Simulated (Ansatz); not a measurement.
The reference is BN in the zinc blende structure (space group F-43m, No. 216; a = 3.606 Å). Axes: x, y, z lie along the cube axes.

Now apply this change: biaxial strain +1.84 %, plane normal [001], relaxed out of plane (Cartesian); in-plane vectors clamped, the third vector and the atoms free.

Levels (all Ansatz, an electronic-structure program, PAW): PBEsol (420 eV, scalar-relativistic without spin-orbit coupling); r2SCAN (500 eV, no spin-orbit coupling); HSE06 (420 eV, no spin-orbit coupling).

One geometry, relaxed with PBEsol, under each level:

```csv
level,band gap,lowest conduction level above the VBM at special points,electron mass,hole mass,pressure
PBEsol,3.81 eV,M 3.81 eV; X 4.26 eV; S₀ 6.03 eV; S 6.03 eV,"0.86 mₑ along k, 0.30 mₑ across (at M)",0.51 mₑ (at Γ),-10.23 GPa
r2SCAN,4.50 eV,M 4.50 eV; X 4.96 eV; S₀ 6.77 eV; S 6.77 eV,"0.84 mₑ along k, 0.30 mₑ across (at M)","0.48 mₑ out of plane, 0.51 mₑ in plane (at Γ)",-9.20 GPa
HSE06,___,___,–,–,–
```

**Question.** Give the withheld HSE06 results.

**Answer.** 
- HSE06, band gap: 5.29 eV
- HSE06, lowest conduction level above the VBM at special points: M 5.29 eV; X 5.75 eV; S₀ 7.62 eV; Γ 10.17 eV

Single points use the geometry relaxed with PBEsol. Their cutoffs differ, which shifts pressures a little. HSE06 was sampled on its mesh, a few special points and the semilocal edge points, so its gap is an upper bound. Effective masses come from finite differences of ±0.01 Å⁻¹. Along k means along the line from Γ to the band edge. Stability against distortions was not tested. k-point labels follow each cell's own Brillouin zone.
